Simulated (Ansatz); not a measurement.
Worked example: self-consistent single point of TiAl3 (I4/mmm, 4 atoms in the cell) in Ansatz (an electronic-structure program).

Level of theory: PBE, PAW files (plane waves; Ansatz).

```
TiAl3
1.0
   -1.91454     1.91454     4.28838
    1.91454    -1.91454     4.28838
    1.91454     1.91454    -4.28838
Ti Al
1 3
Direct
  0.00000   0.00000   0.00000
  0.50000   0.50000   0.00000
  0.75000   0.25000   0.50000
  0.25000   0.75000   0.50000
```

Reference input (self-consistent single point, DFT, PBE, plane waves, PAW files): kpoints.mp_grid.grid = 16 16 16; hamiltonian.xc = pbe; hamiltonian.pseudopotentials = {kind: paw} (the program's default PAW files); scf.occupations.method = cold; scf.occupations.width = 0.1 eV. This run's input differs from it in these lines:

Ansatz 0.2 input:
```diff
@@ -16,3 +16,3 @@
 scf:
-  occupations: { method: cold, width: 0.1 }
+  occupations: { method: cold, width: 0.8 }
 output:
```

Output (repeated stretches shortened):

```
SCF iter   1: F=—  HF=-4113.961449 eV  |F-HF|=—  |Δ(HF+E_count)|=         —  Δρ=2.93e-2  dr2=6.14e-1  ethr=3.10e-3  ⟨swp⟩=4.9  Hψ=27349  notcnv=0
all-band conjugate gradients solve this SCF's bands
preconditioner: auto → Kerker (q_TF=auto, 2.273 Å⁻¹)
SCF iter   2: F=—  HF=-4113.818846 eV  |F-HF|=—  |Δ(HF+E_count)|=   1.43e-1  S|Δr|=    0.00e0  Δρ=1.87e-2  dr2=2.73e-1  ethr=2.93e-3  ⟨swp⟩=1.0  Hψ=8376  notcnv=0
   [... lines left out ...]
SCF iter   5: F=—  HF=-4113.686895 eV  |F-HF|=—  |Δ(HF+E_count)|=   1.43e-5  S|Δr|=    0.00e0  Δρ=6.89e-5  dr2=4.06e-6  ethr=3.62e-7  ⟨swp⟩=2.0  Hψ=7984  notcnv=0
SCF iter   6: F=-4113.686894 eV  HF=-4113.686894 eV  |F-HF|=2.76e-8  |Δ(HF+E_count)|=   8.04e-7  S|Δr|=    0.00e0  Δρ=8.89e-6  dr2=4.91e-8  ethr=4.76e-10  ⟨swp⟩=3.6  Hψ=22960  notcnv=0
the search or the solves at the SCF's close seem to have found levels that the self-consistency loop had missed (the run counts 2) …
SCF 1 converged in 6 iterations: F = -4113.686894 eV  dr2 = 4.91e-8
Stability not checked (fill_not_monotonic)
Free energy (F): -4113.686894 eV
Internal energy: -4113.844146 eV  (E = F + TS)
E sigma→0 (E₀):  -4113.739312 eV
Entropy (-TS):   0.157252 eV (39.313 meV/atom)
Fermi energy:    9.631326 eV
--- Forces (eV/Å), atoms counted from 1 ---
  atom   1  Ti     0.00000000     0.00000000     0.00000000
   [... zero for the other atoms too ...]
--- Stress (GPa, compression-positive) ---
        1.964211       0.000000       0.000000
        0.000000       1.964211      -0.000000
       -0.000000       0.000000       0.477354
  P = ⅓ Tr σ = 1.4686 GPa (14.686 kbar)
  The stress holds the Pulay correction. Without it, at fixed plane waves, as pw.x and ABINIT print it: P = 1.4270 GPa
```

The run converged in 6 iterations. Against the reference run the free energy rises by 18.6 meV/atom and the pressure stays near 1.47 GPa while the zz stress (positive for compression) goes from 1.57 to 0.48 GPa.

The starting cell comes from a database of computed structures (which also holds hypothetical and non-ambient phases and stackings), without a prior relaxation at this level. Its lattice was rescaled by a random factor within 2.5 % of one. Spin polarisation is off. Ansatz's pressure includes its estimate of the finite-basis (Pulay) stress.

Cost on one core of a shared machine: roughly 40 s.
